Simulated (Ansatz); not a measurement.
Start from CdS in the zinc blende structure (space group F-43m, No. 216; a = 5.8248 Å).

Computed with PBEsol (Ansatz, a quantum-chemistry and plane-wave program; PAW; 420 eV plane waves; no spin-orbit coupling), earlier PAW set.

Base values:

| Quantity | Result |
|---|---|
| Pressure | 0.00 GPa |
| Hole mass | 0.12, 0.75, 0.75 mₑ (at Γ) |
| Width of the top valence band | 2.24 eV |
| Band gap | 1.01 eV |

Now apply this change: the cell is scaled by 0.9927 in all directions; the atoms relax in the strained cell.

What does the calculation give for the pressure, hole mass, width of the top valence band and band gap after the change?

The pressure goes from zero to 1.42 GPa; the hole mass (degenerate bands, along [100]) becomes 0.12, 0.73, 0.73 mₑ (at Γ) (base: 0.12, 0.75, 0.75 mₑ (at Γ)); the width of the top valence band rises by 0.08 eV to 2.32 eV; the band gap grows by 0.04 eV to 1.05 eV.

Masses are band curvatures over ±0.01 Å⁻¹ around the edge. No phonon test of stability was made.
